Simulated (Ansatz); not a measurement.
Take HfN in the rock salt structure (space group Fm-3m, No. 225; a = 4.526 Å; relaxed with 0.1 eV smearing) as the base. Axes: x, y, z lie along the cube axes.

All numbers come from r2SCAN (Ansatz, an electronic-structure program), without spin-orbit coupling.

The change: the cell is scaled by 0.9850 in all directions, atoms relaxed at fixed cell.

### Question
Predict the stress tensor and what it implies for the stiffness.

### Answer
Stress of the strained cell less that of the base (GPa, compression positive):
```
   14.1     0.0     0.0
    0.0    14.1     0.0
    0.0     0.0    14.1
```

Then B = −ΔP/(ΔV/V₀) with ΔV/V₀ = -0.0443 gives secant stiffness values (nonlinear terms included at this strain): B ≈ 317 GPa.

As a check, the harmonic strain energy −½ V₀ Δσ:ε is 23 meV/atom; the computed energy rise is 22 meV/atom.

No phonon test of stability was made. All final runs are without spin polarisation.
